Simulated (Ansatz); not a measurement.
Cu, response to strain

Start from Cu in the fcc (Cu type) structure (space group Fm-3m, No. 225; a = 3.564 Å; relaxed with 0.1 eV smearing).

Strains are applied to the cell and any free atomic positions relax.

All numbers come from PBEsol/PAW in Ansatz (a program for electronic structure), without spin-orbit coupling.

Notes on the quantities. energy relative to the base: free energy F.

```
case                      shortest interatomic distance   pressure  energy relative to the base
------------------------  -----------------------------  ---------  ---------------------------
base                                            2.520 Å    0.0 GPa                   0 meV/atom
isotropic strain −3.00 %                        2.444 Å   19.3 GPa                 +54 meV/atom
isotropic strain −2.50 %                        2.457 Å   15.4 GPa                 +37 meV/atom
isotropic strain −1.50 %                        2.482 Å    8.5 GPa                 +13 meV/atom
isotropic strain −1.00 %                        2.495 Å    5.5 GPa                +5.5 meV/atom
isotropic strain −0.50 %                        2.507 Å    2.6 GPa                +1.4 meV/atom
isotropic strain +0.50 %                        2.533 Å   -2.4 GPa                +1.3 meV/atom
isotropic strain +1.00 %                        2.545 Å   -4.7 GPa                +5.2 meV/atom
isotropic strain +2.50 %                        2.583 Å  -10.4 GPa                 +30 meV/atom
isotropic strain +3.00 %                        2.596 Å  -11.9 GPa                 +43 meV/atom
```

Whether these cells are dynamically stable was not tested. All final runs are without spin polarisation.
